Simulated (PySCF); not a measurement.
PySCF 2.14.0, BP86/def2-svp, df: W(S)2(Cl)(SH) ([S]=[W](=[S])([SH])[Cl]), 6 atoms. The geometry is a generated start, not checked to be a minimum at this level.

task: energy
method: bp86
basis: def2-svp
two-electron scheme: density fitting
mol.max_memory: 3000 MB
mf.max_cycle: 100
mf.init_guess: minao (default)
mf.DIIS: CDIIS (default)
mf.diis_space: 8 (default)
mf.conv_tol: 1e-09 (default)
mf.grids.level: 3 (default)
effective core potentials: those of the basis set, past Kr
basis functions: 109
grid points: 109640

```xyz
6

W      0.2722     0.4763    -0.0437
S      1.2589    -0.6761    -1.6028
S      1.5160     0.2689     1.7322
Cl    -0.0252     2.5524    -0.5399
S     -1.7066    -0.7141     0.4576
H     -1.3153    -1.9074    -0.0033
```

Charge 0 and multiplicity 1 are set for this test and not shown to be the ground state.

One run each on 2 threads, 1 BLAS thread. Values of level_shift (Hartree) tried: 0 (default), 0.1, 0.3, 1.

**Question.** Which value of level_shift (Hartree) needs the fewest Fock builds, and what happens away from it?

**Answer.** Fewest Fock builds, within one of each other: 0 (default) with 15, 0.1 with 15. The count rises to 63 at 1. All converge to one solution.

| level_shift (Hartree) | Fock builds | end |
|---|---|---|
| 0 (default) | 15 | same solution |
| 0.1 | 15 | same solution |
| 0.3 | 23 | same solution |
| 1 | 63 | same solution |
